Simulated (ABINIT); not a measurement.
# ABINIT run on Cd2SeS (P3m1, 4 atoms in the cell): self-consistent single point

Computed with PBEsol, PAW (JTH v2.0 PBE PAW, files made for PBE) (plane waves; ABINIT).

This input was run:

```
# Cd2SeS, JTH v2.0 PBE PAW
pp_dirpath "./"
pseudos "Cd.GGA_PBE-JTH.xml, Se.GGA_PBE-JTH.xml, S.GGA_PBE-JTH.xml"
acell 8.1205692402 8.1205692402 13.2416303190
rprim
         1.0000000000   -0.0000000098    0.0000000000
        -0.4999999915    0.8660254087    0.0000000000
         0.0000000000    0.0000000000    1.0000000000
natom 4
ntypat 3
znucl 48 34 16
typat 1 1 2 3
xred
         0.0000000000    0.0000000000    0.4902300000
         0.3333333333    0.6666666667    0.0096400000
         0.3333333333    0.6666666667    0.6257500000
         0.0000000000    0.0000000000    0.1223800000
ecut 21
pawecutdg 42
pawxcdev 0
ixc -116133
occopt 3
tsmear 0.01 eV
nband 24
kptopt 1
ngkpt 6 6 3
nshiftk 1
shiftk 0 0 0
nstep 80
toldfe 1.0e-09
prtwf 0
prtden 0
enunit 2
```

The program printed (abridged):

```
 Symmetries : space group P3 m 1 (#156); Bravais hP (primitive hexag.)

 -outvars: echo values of preprocessed input variables --------
            acell      8.1205692402E+00  8.1205692402E+00  1.3241630319E+01 Bohr
             ecut      2.10000000E+01 Hartree
           enunit           2
              ixc     -116133
         kptrlatt        6    0    0      0    6    0      0    0    3
          kptrlen      3.97248910E+01
            natom           4
            nband          24
            ngfft          36      36      60
          ngfftdg          48      48      80
             nkpt          17
            nstep          80
             nsym           6
           ntypat           3
           occopt           3
        pawecutdg      4.20000000E+01 Hartree
         pawxcdev           0
            rprim      1.0000000000E+00 -9.8000000000E-09  0.0000000000E+00
                      -4.9999999150E-01  8.6602540870E-01  0.0000000000E+00
                       0.0000000000E+00  0.0000000000E+00  1.0000000000E+00
          spgroup         156
           toldfe      1.00000000E-09 Hartree
           tsmear      3.67493254E-04 Hartree
            typat      1  1  2  3
           useylm           1
             xred     -3.3333373099E-11  3.3333410106E-11  4.9023000000E-01
                       3.3333333330E-01  6.6666666670E-01  9.6400000000E-03
                       3.3333333330E-01  6.6666666670E-01  6.2575000000E-01
                      -3.3333373099E-11  3.3333410106E-11  1.2238000000E-01
            znucl       48.00000   34.00000   16.00000

== DATASET  1 ==================================================================

 Real(R)+Recip(G) space primitive vectors, cartesian coordinates (Bohr,Bohr^-1):
 R(1)=  8.1205692 -0.0000001  0.0000000  G(1)=  0.1231441  0.0710973  0.0000000
 R(2)= -4.0602846  7.0326193  0.0000000  G(2)=  0.0000000  0.1421945  0.0000000
 R(3)=  0.0000000  0.0000000 13.2416303  G(3)=  0.0000000  0.0000000  0.0755194
 Unit cell volume ucvol=  7.5621457E+02 bohr^3
 Angles (23,13,12)=  9.00000000E+01  9.00000000E+01  1.20000000E+02 degrees

 Coarse grid specifications (used for wave-functions):

 getcut: wavevector=  0.0000  0.0000  0.0000  ngfft=  36  36  60
         ecut(hartree)=     21.000   => boxcut(ratio)=   2.14902

 Fine grid specifications (used for densities):

 getcut: wavevector=  0.0000  0.0000  0.0000  ngfft=  48  48  80
         ecut(hartree)=     42.000   => boxcut(ratio)=   2.02612

   3.09950410E+03                                ecore*ucvol(ha*bohr**3)

_setup2: Arith. and geom. avg. npw (full set) are    3473.972    3473.944

--- !BeginCycle
solver: {iscf: 17, nstep: 80, nline: 4, wfoptalg: 10, }
tolerances: {toldfe: 1.00E-09, }
...

     iter   Etot(hartree)      deltaE(h)  residm     nres2
 ETOT  1  -114.96094478121    -1.150E+02 1.603E-01 5.158E+00
 ETOT  2  -115.08745193578    -1.265E-01 8.149E-03 1.124E+00
 ETOT  3  -115.08425234642     3.200E-03 1.543E-03 1.551E-01
 ETOT  4  -115.08482422090    -5.719E-04 9.929E-04 2.440E-02
 ETOT  5  -115.08525297559    -4.288E-04 5.100E-04 4.173E-03
 ETOT  6  -115.08539559711    -1.426E-04 2.536E-04 5.913E-04
   [... 15 lines left out ...]
 ETOT 22  -115.08552149720    -4.056E-09 1.413E-06 1.115E-08
 ETOT 23  -115.08552149986    -2.665E-09 2.675E-06 2.576E-10
 ETOT 24  -115.08552150135    -1.492E-09 8.072E-07 5.379E-09
 ETOT 25  -115.08552150215    -7.932E-10 1.544E-06 1.144E-09
 ETOT 26  -115.08552150268    -5.362E-10 5.451E-07 4.387E-09

 At SCF step   26, etot is converged :
  for the second time, diff in etot=  5.362E-10 < toldfe=  1.000E-09

 Cartesian components of stress tensor (hartree/bohr^3)
  sigma(1 1)=  9.77444072E-05  sigma(3 2)=  0.00000000E+00
  sigma(2 2)=  9.77444070E-05  sigma(3 1)=  0.00000000E+00
  sigma(3 3)=  9.82028023E-05  sigma(2 1)= -8.25155651E-14

 ----iterations are completed or convergence reached----

 reduced coordinates (array xred) for    4 atoms
      -0.000000000033      0.000000000033      0.490230000000
       0.333333333300      0.666666666700      0.009640000000
       0.333333333300      0.666666666700      0.625750000000
      -0.000000000033      0.000000000033      0.122380000000
 cartesian forces (eV/Angstrom) at end:
    1      0.00000000000000    -0.00000000000000    -0.03785664254435
    2     -0.00000000000000    -0.00000000000000     0.02580868480310
    3     -0.00000000000000     0.00000000000000    -0.00526081038750
    4      0.00000000000000    -0.00000000000000     0.01730876812875
 frms,max,avg= 1.4219948E-02 3.7856643E-02   0.000E+00  0.000E+00  3.614E-03 e/A
 length scales=  8.120569240200  8.120569240200 13.241630319000 bohr
              =  4.297220162691  4.297220162691  7.007168969389 angstroms
 Fermi (or HOMO) energy (hartree) =   0.08157   Average Vxc (hartree)=  -0.32368
 Eigenvalues (hartree) for nkpt=  17  k points:
 kpt#   1, nband= 24, wtk=  0.00926, kpt=  0.0000  0.0000  0.0000 (reduced coord)
  -0.38095   -0.36655   -0.21363   -0.21363   -0.21302   -0.20933   -0.20933   -0.20181
  -0.20181   -0.19792   -0.19792   -0.18896   -0.08445    0.03846    0.03846    0.06494
   0.07089    0.07089    0.09101    0.15301    0.28996    0.28996    0.30067    0.32996
      occupation numbers for kpt#   1
   2.00000    2.00000    2.00000    2.00000    2.00000    2.00000    2.00000    2.00000
   2.00000    2.00000    2.00000    2.00000    2.00000    2.00000    2.00000    2.00000
   2.00000    2.00000    0.00000    0.00000    0.00000    0.00000    0.00000    0.00000
 prteigrs : prtvol=0 or 1, do not print more k-points.

 Fermi (or HOMO) energy (eV) =   2.21966   Average Vxc (eV)=  -8.80784
 Eigenvalues (   eV  ) for nkpt=  17  k points:
 kpt#   1, nband= 24, wtk=  0.00926, kpt=  0.0000  0.0000  0.0000 (reduced coord)
 -10.36615   -9.97435   -5.81312   -5.81312   -5.79663   -5.69613   -5.69613   -5.49143
  -5.49143   -5.38554   -5.38554   -5.14195   -2.29811    1.04646    1.04646    1.76704
   1.92907    1.92907    2.47649    4.16353    7.89033    7.89034    8.18168    8.97865
 prteigrs : prtvol=0 or 1, do not print more k-points.

--- !EnergyTerms
comment             : Components of total free energy in Hartree
kinetic             :  3.33963191625196E+01
hartree             :  3.01147593486891E+01
xc                  : -1.62079611280695E+01
Ewald energy        : -8.17841672967167E+01
psp_core            :  4.09870986689924E+00
local_psp           : -9.19467702724998E+01
spherical_terms     :  7.24357967581243E+00
internal            : -1.15085530643366E+02
'-kT*entropy'       : -7.47965636885947E-16
total_energy        : -1.15085530643366E+02
total_energy_eV     : -3.13163655106841E+03
...

-Cartesian components of stress tensor (GPa)         [Pressure= -2.8802E+00 GPa]
- sigma(1 1)=  2.87573926E+00  sigma(3 2)=  0.00000000E+00
- sigma(2 2)=  2.87573926E+00  sigma(3 1)=  0.00000000E+00
- sigma(3 3)=  2.88922571E+00  sigma(2 1)= -2.42769133E-09

 Calculation completed.
```

The run converged in 26 iterations.

The starting cell comes from a database of computed structures (which also holds hypothetical and non-ambient phases and stackings), without a prior relaxation at this level. Its lattice was rescaled by a random factor within 2.5 % of one. The potentials were made for another functional than the one used.

Cost on one core of a shared machine: roughly 4 min.
